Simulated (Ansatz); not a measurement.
Output of an Ansatz run (abridged):

```
WARN ansatz: RAYON_NUM_THREADS=1 ignored (pool sized by the plan → 1); use --threads N
Pseudopotentials: kind: paw
Pseudopotential: Co, paw, valence charge 17
Pseudopotential: Sb, paw, valence charge 15
Pseudopotential: O, paw, valence charge 6
Crystal: 12 atoms, lattice volume = 154.655 Å³
Basis set: ecut = 420 eV, 2985 PW (Γ), exchange–correlation on 90×90×90 points (8 copies of the dense FFT grid, shifted against one another)
Bands: 68, of which v1, the nominal top of the filled ones, is band 56 counted from 1 (55 counted from 0)
Symmetry: 8 space group operations
Space group: Imma (ITA 74), of the structure as read, at distance tolerance 5.4e-5 Å
k-points: 27 of 125
PAW frozen core: Co, regenerated for the run's functional, and the local potential with it
PAW frozen core: Sb, regenerated for the run's functional, and the local potential with it
PAW frozen core: O, regenerated for the run's functional, and the local potential with it
Initial density: superposition of atomic densities (neutral atoms: chi_scale 0, normalization atom), corrected by the library's trained network
Initial wavefunctions: pseudopotential atomic-orbital guess
Eigensolver: davidson
Functional: x = pbesol(κ = 0.804, μ = 0.12345679012345678), c = pbesol(β = 0.046)
SCF iter   1: F=—  HF=-27482.492461 eV  |F-HF|=—  |Δ(HF+E_count)|=         —  Δρ=1.85e-2  dr2=4.02e-1  ethr=1.77e-3  ⟨swp⟩=6.5  Hψ=7336  notcnv=0  defer=6
all-band conjugate gradients solve this SCF's bands
preconditioner: auto → Resta (q_TF=auto, 2.585 Å⁻¹)
SCF iter   2: F=—  HF=-27482.430421 eV  |F-HF|=—  |Δ(HF+E_count)|=   6.20e-2  Δρ=1.82e-2  dr2=3.45e-1  ethr=3.59e-4  ⟨swp⟩=2.0  Hψ=3195  notcnv=0  defer=37
SCF iter   3: F=—  HF=-27482.407872 eV  |F-HF|=—  |Δ(HF+E_count)|=   2.25e-2  Δρ=9.57e-3  dr2=1.20e-1  ethr=3.08e-4  ⟨swp⟩=2.0  Hψ=2203  notcnv=0  defer=37
SCF iter   4: F=—  HF=-27482.396536 eV  |F-HF|=—  |Δ(HF+E_count)|=   1.13e-2  Δρ=3.47e-3  dr2=1.64e-2  ethr=1.07e-4  ⟨swp⟩=2.0  Hψ=2201  notcnv=0  defer=37
SCF iter   5: F=—  HF=-27482.394766 eV  |F-HF|=—  |Δ(HF+E_count)|=   1.77e-3  Δρ=9.71e-4  dr2=1.22e-3  ethr=1.46e-5  ⟨swp⟩=2.0  Hψ=1933  notcnv=0  defer=37
SCF iter   6: F=—  HF=-27482.394614 eV  |F-HF|=—  |Δ(HF+E_count)|=   1.52e-4  Δρ=2.81e-4  dr2=1.20e-4  ethr=1.09e-6  ⟨swp⟩=2.0  Hψ=2431  notcnv=0  defer=37
SCF iter   7: F=—  HF=-27482.394653 eV  |F-HF|=—  |Δ(HF+E_count)|=   3.86e-5  Δρ=3.72e-4  dr2=1.80e-4  ethr=1.07e-7  ⟨swp⟩=2.0  Hψ=2866  notcnv=0  defer=37
SCF iter   8: F=—  HF=-27482.394616 eV  |F-HF|=—  |Δ(HF+E_count)|=   3.74e-5  Δρ=3.64e-5  dr2=2.77e-6  ethr=1.07e-7  ⟨swp⟩=2.0  Hψ=1949  notcnv=0  defer=37
SCF iter   9: F=—  HF=-27482.394680 eV  |F-HF|=—  |Δ(HF+E_count)|=   6.48e-5  Δρ=4.74e-5  dr2=2.90e-6  ethr=2.47e-9  ⟨swp⟩=2.0  Hψ=3326  notcnv=0  defer=37
SCF iter  10: F=-27482.394681 eV  HF=-27482.394681 eV  |F-HF|=7.24e-8  |Δ(HF+E_count)|=   3.76e-7  Δρ=7.07e-6  dr2=6.87e-8  ethr=8.93e-11  ⟨swp⟩=10.7  Hψ=8798  notcnv=0
SCF 1 converged in 10 iterations: F = -27482.394681 eV  dr2 = 6.87e-8
SCF converged after 10 iterations
Free energy (F): -27482.394681 eV
Harris-Foulkes:  -27482.394681 eV  (|F-HF|=7.24e-8)
Internal energy: -27482.388232 eV  (E = F + TS)
E sigma→0 (E₀):  -27482.391456 eV
Entropy (-TS):   -0.006449 eV (-0.537 meV/atom)
Fermi energy:    8.003933 eV
--- Per-component energies (eV) ---
  E_band       = -1337.914186
  E_kinetic    = 2698.931745
  E_local      = -16669.691173  (includes V_loc(G=0)·N_el)
  E_nonlocal   = 2034.607536
  E_hartree    = 7092.687105
  E_xc         = -1165.618895
  E_vxc        = -1340.347659  (∫ρ·V_xc dr)
  E_paw        = -13182.925477  (= ΣΔE_a)
  E_vpaw       = -2246.803222  (= ΣTr[D̂ρ^β])
  E_aug_tail   = 0.018954  (compensation charges beyond the density's cutoff)
  E_ewald      = -8291.720882
  E_core_change = 1.322856  (= ΣΔE_core)
  E_smearing   = -0.006449  (= −TS)
  E_closure    = 0.000000  (closes the sum)
  Σ components = -27482.394681   (vs F -27482.394681, Δ=0.00e0)
--- Forces (eV/Å), atoms counted from 1 ---
  atom   1  Co     0.00000000     0.00000000     0.00000000
  atom   2  Co     0.00000000     0.00000000     0.00000000
  atom   3  Sb     0.00000000     0.00000000     0.00000000
  atom   4  Sb     0.00000000     0.00000000     0.00000000
  atom   5  O     -0.25694414     0.00000000     0.61831145
  atom   6  O      0.25694414    -0.00000000    -0.61831145
  atom   7  O      0.25694414     0.00000000     0.61831145
  atom   8  O     -0.25694414    -0.00000000    -0.61831145
  atom   9  O      0.00000000    -0.91448275     0.17778663
  atom  10  O      0.00000000     0.91448275    -0.17778663
  atom  11  O      0.00000000     0.91448275     0.17778663
  atom  12  O      0.00000000    -0.91448275    -0.17778663
  max |Σ_I F_I| component: 1.11e-16 eV/Å
--- Stress (GPa, compression-positive) ---
       -9.417309       0.000000       0.000000
        0.000000     -10.070867      -0.000000
        0.000000      -0.000000      -9.242066
  P = ⅓ Tr σ = -9.5767 GPa (-95.767 kbar)
  The stress holds the Pulay correction. Without it, at fixed plane waves, as pw.x and ABINIT print it: P = -10.3231 GPa
--- Band table (eV; the first three rows and the last of 27) ---
  k-point 0: bands = ["-87.1906", "-87.1882", "-50.7670", "-50.7408", "-50.5376", "-50.5323", "-50.5069", "-50.4919", "-22.2130", "-22.1836", "-22.1101", "-22.0942", "-22.0674", "-22.0205", "-22.0110", "-22.0094", "-22.0000", "-21.9358", "-12.7862", [...]
  k-point 1: bands = ["-87.1904", "-87.1884", "-50.7644", "-50.7432", "-50.5371", "-50.5329", "-50.5056", "-50.4935", "-22.1992", "-22.1705", "-22.1128", "-22.0895", "-22.0809", "-22.0196", "-22.0111", "-22.0098", "-22.0056", "-21.9464", "-12.6690", [...]
  k-point 2: bands = ["-87.1898", "-87.1890", "-50.7577", "-50.7496", "-50.5358", "-50.5342", "-50.5020", "-50.4974", "-22.1626", "-22.1424", "-22.1219", "-22.1173", "-22.0716", "-22.0385", "-22.0173", "-22.0142", "-21.9906", "-21.9692", "-12.3498", [...]
  k-point 26: bands = ["-87.1904", "-87.1884", "-50.7645", "-50.7432", "-50.5371", "-50.5329", "-50.5056", "-50.4935", "-22.2121", "-22.1824", "-22.1098", "-22.0944", "-22.0674", "-22.0193", "-22.0098", "-22.0097", "-22.0002", "-21.9359", [...]
```

The structure:

```xyz
12
Lattice="-2.8944 3.1800 4.2007 2.8944 -3.1800 4.2007 2.8944 3.1800 -4.2007" Properties=species:S:1:pos:R:3 pbc="T T T"
Co     1.4472     1.5900    -2.1003
Co     1.4472    -1.5900     2.1003
Sb     0.0000     3.1800     0.0000
Sb     0.0000     0.0000     0.0000
O      1.3592     4.7700     0.1213
O      1.5352    -1.5900     4.0793
O      1.5352     1.5900     4.3220
O      1.3592     1.5900    -0.1213
O      2.8944    -0.2796     2.1932
O      0.0000     3.4596     2.0075
O      0.0000     0.2796     6.3938
O      2.8944     2.9003    -2.1932
```

**Question.** What input produced this log?

**Answer.** Other spellings and defaults could give the same log, and not every line can be read from it. The input that was run (DFT, PBEsol, plane waves, default PAW files made with PBE):

Ansatz 0.2 input:
```yaml
# CoSbO4
crystal:
  lattice:
    - [-2.89441600, 3.17998700, 4.20065200]
    - [2.89441600, -3.17998700, 4.20065200]
    - [2.89441600, 3.17998700, -4.20065200]
  atoms:
    - { symbol: Co, position: [0.00000000, 0.00000000, 0.50000000] }
    - { symbol: Co, position: [0.00000000, 0.50000000, 0.00000000] }
    - { symbol: Sb, position: [0.50000000, 0.00000000, 0.50000000] }
    - { symbol: Sb, position: [0.00000000, 0.00000000, 0.00000000] }
    - { symbol: O, position: [0.76444000, 0.24924000, 0.98480000] }
    - { symbol: O, position: [0.23556000, 0.75076000, 0.01520000] }
    - { symbol: O, position: [0.76444000, 0.77964000, 0.51520000] }
    - { symbol: O, position: [0.23556000, 0.22036000, 0.48480000] }
    - { symbol: O, position: [0.21708000, 0.76105000, 0.45603000] }
    - { symbol: O, position: [0.78292000, 0.23895000, 0.54397000] }
    - { symbol: O, position: [0.80502000, 0.76105000, 0.04397000] }
    - { symbol: O, position: [0.19498000, 0.23895000, 0.95603000] }
basis:
  ecutwfc: 420.0
kpoints:
  mp_grid:
    grid: [5, 5, 5]
hamiltonian:
  xc: pbesol
  pseudopotentials:
    kind: paw
scf:
  occupations:
    method: fermi_dirac
    width: 0.1
output:
  forces: true
  eigenvalues: true
  stress: true
```

The starting cell comes from a database of computed structures (which also holds hypothetical and non-ambient phases and stackings), without a prior relaxation at this level. Its lattice was rescaled by a random factor within 2.5 % of one. Spin-orbit coupling is off. With a pressure of about -10 GPa the cell is away from its equilibrium volume at this level. Ansatz's pressure includes its estimate of the finite-basis (Pulay) stress. Without the estimate this run gives -10.32 GPa.

Ansatz is a quantum-chemistry and plane-wave program.
